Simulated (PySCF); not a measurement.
PySCF 2.14.0, PBE0/def2-svp, df: Sn(F)(SMe)3 (C[S][Sn]([F])([S]C)[S]C), 17 atoms. The geometry is a generated start, not checked to be a minimum at this level.

```yaml
task: energy
method: pbe0
basis: def2-svp
two_electron_scheme: density fitting
mol.max_memory: 3000 MB
mf.max_cycle: 100
mf.init_guess: minao (default)
mf.DIIS: CDIIS (default)
mf.diis_space: 8 (default)
mf.conv_tol: 1e-09 (default)
mf.grids.level: 3 (default)
effective_core_potentials: those of the basis set, past Kr
basis_functions: 181
grid_points: 223488
```

```xyz
17

C     -0.3071    -2.9396     0.1444
S     -0.1112    -1.6481    -1.1282
Sn     0.0202     0.4169     0.2393
F      0.2520     1.8088    -1.2249
S     -2.1290     1.0835     1.2688
C     -3.0584     1.5821    -0.2094
S      2.1446     0.6161     1.4880
C      3.3108     0.8744     0.1196
H     -1.3450    -2.9944     0.4621
H     -0.0134    -3.8679    -0.3392
H      0.3504    -2.7493     0.9910
H     -3.0360     0.7945    -0.9535
H     -2.6470     2.5011    -0.6100
H     -4.0757     1.7383     0.1270
H      4.2655     1.0833     0.5899
H      3.3828    -0.0229    -0.4871
H      2.9965     1.7234    -0.4779
```

One run each on 2 threads, 1 BLAS thread. Values of level_shift (Hartree) tried: 0 (default), 0.1, 0.3, 1.

Q: Which value of level_shift (Hartree) needs the fewest Fock builds, and what happens away from it?

A: Fewest Fock builds, within one of each other: 0 (default) with 17, 0.1 with 17. The count rises to 46 at 1. All converge to one solution.

| level_shift (Hartree) | Fock builds | end |
|---|---|---|
| 0 (default) | 17 | same solution |
| 0.1 | 17 | same solution |
| 0.3 | 21 | same solution |
| 1 | 46 | same solution |
